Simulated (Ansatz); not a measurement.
Results of LDA (Ansatz, a program for electronic structure, PAW) for Ge2Sb2TeSe4 (model structure, P-3m1, No. 164, 9 atoms in the cell).

Excerpt of the program's output:

```
Crystal: 9 atoms, lattice volume = 234.904 Å³
Basis set: ecut = 520 eV, 6333 PW (Γ), exchange–correlation on 60×60×256 points (8 copies of the dense FFT grid, shifted against one another)
Bands: 83, of which v1, the nominal top of the filled ones, is band 69 counted from 1 (68 counted from 0)
Symmetry: 12 space group operations
Space group: P-3m1 (ITA 164), of the structure as read, at distance tolerance 6.2e-5 Å
k-points: 138 of 1296
Functional: x = slater, c = lda
SCF iter   1: F=—  HF=-49464.720272 eV  |F-HF|=—  |Δ(HF+E_count)|=         —  Δρ=5.60e-3  dr2=1.08e-1
SCF iter   2: F=—  HF=-49464.704309 eV  |F-HF|=—  |Δ(HF+E_count)|=   1.60e-2  Δρ=2.63e-3  dr2=1.03e-1
  ...
SCF iter   9: F=—  HF=-49464.687220 eV  |F-HF|=—  |Δ(HF+E_count)|=   1.25e-9  Δρ=7.98e-7  dr2=3.63e-9
SCF iter  10: F=-49464.687220 eV  HF=-49464.687220 eV  |F-HF|=3.64e-11  |Δ(HF+E_count)|=  1.16e-10  Δρ=2.79e-7  dr2=2.33e-10
SCF 1 converged in 10 iterations: F = -49464.687220 eV  dr2 = 2.33e-10
SCF converged after 10 iterations
Free energy (F): -49464.687220 eV
Internal energy: -49464.677519 eV  (E = F + TS)
E sigma→0 (E₀):  -49464.682369 eV
Fermi energy:    9.033090 eV
--- Forces (eV/Å), atoms counted from 1 ---
  atom   1  Ge     0.00000000     0.00000000     0.09375534
  atom   2  Ge    -0.00000000    -0.00000000    -0.09375534
  atom   3  Sb     0.00000000     0.00000000     0.08799292
  atom   4  Sb    -0.00000000    -0.00000000    -0.08799292
  atom   5  Te     0.00000000    -0.00000000     0.00000000
  atom   6  Se     0.00000000     0.00000000    -0.04214012
  atom   7  Se    -0.00000000    -0.00000000     0.04214012
  atom   8  Se    -0.00000000    -0.00000000    -0.26082279
  atom   9  Se     0.00000000     0.00000000     0.26082279
--- Stress (GPa, compression-positive) ---
       -2.509115      -0.000000      -0.000000
       -0.000000      -2.509115      -0.000000
       -0.000000      -0.000000      -2.678978
  P = ⅓ Tr σ = -2.5657 GPa (-25.657 kbar)
```

Question: Write an input file that could have produced this run (the log leaves some choices open).

Answer: Several could match; the one computed here: 
Ansatz 0.2 input:
```yaml
crystal:
  lattice:
    - [4.0094934851, 0.0, 0.0]
    - [-2.0047467425, 3.4723232144, 0.0]
    - [0.0, 0.0, 16.87256956]
  atoms:
    - { symbol: Ge, position: [0.0, 0.0, 0.3477973334] }
    - { symbol: Ge, position: [0.0, 0.0, 0.6522026666] }
    - { symbol: Sb, position: [0.3333333333, 0.6666666667, 0.1241366156] }
    - { symbol: Sb, position: [0.6666666667, 0.3333333333, 0.8758633844] }
    - { symbol: Te, position: [0.0, 0.0, 0.0] }
    - { symbol: Se, position: [0.3333333333, 0.6666666667, 0.7826312979] }
    - { symbol: Se, position: [0.6666666667, 0.3333333333, 0.2173687021] }
    - { symbol: Se, position: [0.3333333333, 0.6666666667, 0.4237037691] }
    - { symbol: Se, position: [0.6666666667, 0.3333333333, 0.5762962309] }
basis:
  ecutwfc: 520
  ecutrho_ratio: 4
  xc_grid: 2
kpoints:
  mp_grid: { grid: [18, 18, 4] }
hamiltonian:
  xc: lda
  dispersion: none
  pseudopotentials: { kind: paw }
scf:
  occupations: { method: fermi_dirac, width: 0.05 }
  convergence: { dr2_threshold: 0.0000000009 }
output:
  forces: true
  stress: true
  eigenvalues: true
```

The PAW data were made under PBE.

Note: the relaxation could raise the start's symmetry but not lower it, so the cell can be a saddle point. Note: cell and atoms aren't relaxed at this level (largest force component 0.26 eV/Å, pressure -2.6 GPa).

Cost on a shared machine: roughly 4 core-minutes.

A model structure was made by putting elements into a prototype or built by hand; it is no filed structure, need not be a known phase, and can be a saddle point held by its symmetry.
